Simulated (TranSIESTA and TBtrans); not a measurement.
System: Ge chain with one N atom inserted. Leads: straight Ge chain, spacing 2.544 Å. Geometry: 3 atoms about the centre moved by SIESTA (PBE, DZP) to a largest force of 0.02 eV/Å, all others as built, motion along the axis alone. Transport runs along z; the first 6 and the last 6 of the 19 atoms are the lead cells, repeated to infinity.

```xyz
19
Lattice="9.000 0.000 0.000 0.000 9.000 0.000 0.000 0.000 46.948" Properties=species:S:1:pos:R:3 pbc="F F T"
Ge     4.500     4.500     0.000
Ge     4.500     4.500     2.544
Ge     4.500     4.500     5.088
Ge     4.500     4.500     7.632
Ge     4.500     4.500    10.176
Ge     4.500     4.500    12.720
Ge     4.500     4.500    15.264
Ge     4.500     4.500    17.808
Ge     4.500     4.500    20.439
N      4.500     4.500    22.216
Ge     4.500     4.500    23.995
Ge     4.500     4.500    26.596
Ge     4.500     4.500    29.140
Ge     4.500     4.500    31.684
Ge     4.500     4.500    34.228
Ge     4.500     4.500    36.772
Ge     4.500     4.500    39.316
Ge     4.500     4.500    41.860
Ge     4.500     4.500    44.404
```
Starting moments (μB): atom 10 +1.

Run with TranSIESTA and TBtrans (open boundaries, self-consistent; PseudoDojo norm-conserving potentials, scalar-relativistic): Spin polarized, PAO.BasisSize DZP, PAO.EnergyShift 0.15 eV, XC.Authors PBE, Mesh.Cutoff 200 Ry, ElectronicTemperature 300 K, TS.Voltage 0.0 eV, TBT.Elecs.Eta 0.001 eV.

Energies count from the leads' Fermi level. Transmissions are for each spin. The energy step is 0.01 eV; narrower resonances are cut or missed.

```
E (eV)  T up  T down
------  ----  ------
-0.20   1.68    1.72
-0.15   1.73    1.78
-0.10   1.77    1.83
-0.05   1.81    1.87
0.00    1.84    1.91
0.05    1.87    1.94
0.10    1.90    1.96
0.15    1.92    1.99
0.20    1.95    2.01
```

Question: Give the zero-bias conductance in μS and the resistance at 300 K.

Answer: At the Fermi level the mean of both spins is (1.84 + 1.91)/2 = 1.88. Averaged with −∂f/∂E over the full grid (kT = 25.9 meV) it is 1.87. With G0 = 2e²/h = 77.48 μS, G = 145 μS and R = 1/G = 6.90 kΩ.

Question: The eigenchannels at the Fermi level (both spins) transmit 0.724, 0.724, 0.391, 0.758, 0.758, 0.389. What Fano factor of the shot noise follows at low temperature and bias?

Answer: F = Σ τ(1 − τ)/Σ τ = 1.24/3.74 = 0.33.

Moments were seeded on the central atoms alone, and one start was tried. The straight chain is held at its spacing; free chains may zigzag or dimerise.
